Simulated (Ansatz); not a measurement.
Base system: Mg3Sb2 (space group P-3m1, No. 164; a = 4.567 Å, c = 7.247 Å).

The values are results of Kohn–Sham DFT with the r2SCAN functional, run in Ansatz (an electronic-structure program) with PAW and 500 eV plane waves, no spin-orbit coupling, not measurements.

One change was made to it. Results:

The band gap shrinks by 0.054 eV, from 0.61 eV to 0.55 eV; the shortest interatomic distance shrinks by 0.027 Å, from 2.819 Å to 2.792 Å.

Question: Name the change that was made.
(A) pressure 60 GPa
(B) pressure 1.8 GPa
(C) pressure 30 GPa
(D) pressure 18 GPa
(E) pressure 4.2 GPa

Answer: B, pressure 1.8 GPa. For comparison, the band gap in the other runs: pressure 18 GPa gives 0.09 eV; pressure 4.2 GPa gives 0.48 eV; pressure 60 GPa gives zero; pressure 30 GPa gives zero.

Spin-orbit coupling, missing from the scalar runs, can matter with Sb. Load acts through the strain it causes; cell and atoms are relaxed under it. Stability against distortions was not tested. Competing high-pressure phases were not computed. The final runs are not spin-polarised. The zero or small gap of Mg3Sb2 under pressure 18 GPa, Mg3Sb2 under pressure 60 GPa and Mg3Sb2 under pressure 30 GPa can change with the level of theory.
